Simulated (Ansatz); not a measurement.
The starting structures come from a database of crystals and need not be the phases stable at ambient conditions.

 Where the default PAW files enter, the runs use the earlier of Ansatz's two default sets.

**Evanescent states of ZnPdF6 (R-3, not sure to be the ambient phase, 8 atoms a cell, 12.0 Å³ an atom) along the normal of (110)**

Method: r2SCAN (plane waves, PAW; Ansatz, a program for electronic structure).

The gap is the functional's own. No spin-orbit coupling. Mid-gap values are interpolated on the energy grid.

Energies count from the valence-band top; κ is the least over a 6×4 mesh across the current.

```csv
E (eV),κ (1/Å),where
0.06,0.204,off Γ
0.17,0.340,off Γ
0.28,0.425,off Γ
0.39,0.484,off Γ
0.49,0.493,off Γ
0.60,…,off Γ
0.71,…,off Γ
0.82,…,off Γ
0.94,…,off Γ
1.04,…,off Γ
1.16,…,off Γ
1.26,…,off Γ
1.38,…,off Γ
1.49,…,off Γ
1.59,…,off Γ
1.71,0.401,off Γ
1.81,0.374,off Γ
1.93,0.336,off Γ
2.04,0.271,off Γ
2.15,0.072,Γ
```

Q: Fill in the missing entries.

A: 
- 0.60, κ (1/Å): 0.500
- 0.71, κ (1/Å): 0.503
- 0.82, κ (1/Å): 0.502
- 0.94, κ (1/Å): 0.499
- 1.04, κ (1/Å): 0.492
- 1.16, κ (1/Å): 0.482
- 1.26, κ (1/Å): 0.471
- 1.38, κ (1/Å): 0.458
- 1.49, κ (1/Å): 0.442
- 1.59, κ (1/Å): 0.423
